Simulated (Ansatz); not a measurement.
Input:

```
CELL_PARAMETERS angstrom
      0.06843     3.42164     3.42164
      3.42164     0.06843     3.42164
      3.49007     3.49007     0.00000
ATOMIC_POSITIONS crystal
  Rb 0.00000 0.00000 0.00000
  Br 0.50000 0.50000 0.50000
```

No spin polarisation.

Calculations: plane-wave PAW DFT at the PBEsol level (Ansatz, an electronic-structure program, 420 eV), spin-orbit coupling left out. k-mesh 8×8×8 (Γ-centred); smearing 0.05 eV (Fermi–Dirac).

**Question.** Predict the band gap, gap character, electron mass and stress.

**Answer.** The band gap is 4.19 eV and the gap character comes out as direct at Γ. The electron mass comes out as 0.36 mₑ (at Γ) and the stress (xx, yy, zz, yz, xz, xy; compression positive) is (0.00, 0.00, 0.00, 0.00, 0.00, -0.16) GPa.

The cells carry an imposed strain or load. Masses are band curvatures over ±0.01 Å⁻¹ around the edge. Whether these cells are dynamically stable was not tested. The cell was made from RbBr in the rock salt structure (space group Fm-3m, No. 225) by this change: tensor shear ε_xy = +2.00 %.
